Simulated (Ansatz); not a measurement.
Consider the following.

A slab with vacuum along the third vector:

```xyz
16
Lattice="4.4961 0.0000 0.0000 -2.1652 6.0453 0.0000 0.0000 0.0000 26.5000" Properties=species:S:1:pos:R:3 pbc="T T T"
Ga     3.7087     2.5136     8.3360
Ga     0.1881     4.9929     8.5298
Ga     0.1359     0.1470     8.6763
Ga     1.5143     2.7920     9.5048
Ga     1.3271     5.0550    11.0519
Ga     0.1096     1.4527    11.3848
Ga     2.5322     2.7761    12.0322
Ga    -0.7871     5.2810    12.4588
Ga     1.1186     1.5160    14.0412
Ga     2.2955     4.0209    14.4678
Ga     0.2219     5.3443    15.1152
Ga     3.5006     1.7420    15.4481
Ga    -1.1827     4.0050    16.9952
Ga     2.3608     0.6047    17.8237
Ga     0.1434     1.8041    17.9702
Ga     1.1189     4.2834    18.1640
```

Model: 16-atom slab, 10.4 Å thick at the start (thin: gaps and levels are the slab's own), 9x6x1 mesh, Fermi-Dirac 0.1 eV, dipole correction, all atoms relaxed; symmetry of the start imposed; no spin, no spin-orbit, no U.

Problem. Estimate the work function of the top face that PBE in Ansatz (a program for electronic structure) returns for this input.

Solution. 4.15 eV

Problem. What surface energy (mean of both faces) does PBE give?

Solution. 0.60 J/m^2
